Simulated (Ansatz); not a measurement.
The reference is Ga$_{2}$O$_{3}$ in the corundum structure (space group R-3c, No. 167; a = 4.985 Å, c = 13.442 Å (hexagonal axes)).

All numbers come from Ansatz (a quantum-chemistry and plane-wave program) r2SCAN, no spin-orbit coupling.

One change was made to it. Results:

| quantity | base | after |
|---|---|---|
| lattice parameter a | 4.985 Å | 4.708 Å |
| band gap | 3.55 eV | 5.91 eV |
| c/a ratio | 2.697 | 2.604 |

Which of these changes matches the shifts?
A. pressure −2 GPa
B. pressure 7 GPa
C. pressure −1 GPa
D. pressure 3 GPa
E. pressure 75 GPa

E, pressure 75 GPa. For comparison, the band gap in the other runs: pressure −2 GPa gives 3.46 eV; pressure 3 GPa gives 3.69 eV; pressure 7 GPa gives 3.87 eV; pressure −1 GPa gives 3.51 eV.

Load acts through the strain it causes; cell and atoms are relaxed under it. Whether these cells are dynamically stable was not tested. No other phases were tried under pressure.
